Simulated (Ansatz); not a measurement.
Cost and result by functional for the surface energy of the (21-32) surface of hcp Y in its 1x1 cell, outermost plane spacing 0.74 Å in the ideal cut, in Ansatz (plane waves, PAW). Single points on the PBE structure, on one kind of machine; costs are rough ratios of the slab run's core time (references not counted) to the cheapest single point. r2SCAN's cost holds its higher cutoff (500 against 420 eV). Differences are taken against r2SCAN for comparison alone: no measured value is at hand, so the table doesn't rank accuracy.

Slab: 20 atoms, 10.7 Å thick at the start; k 6x5x1, smearing 0.1 eV, dipole-corrected; all atoms relaxed; held to the start's symmetry, so lower structures may exist; no spin, no spin-orbit, no U. These notes are the PBE run's.

```csv
functional,relative cost,surface energy (J/m²),less r2SCAN (J/m²)
LDA,1,1.22,0.07
PBEsol,1,1.19,0.03
RPBE,1,1.01,-0.15
r2SCAN,2,1.16,0.00
PBE (the relaxed run's value),–,1.09,-0.07
```

The values span 0.22 J/m², while the single points' costs differ by a factor of roughly 2. Differences are of unrounded values.

Ansatz is an electronic-structure program.
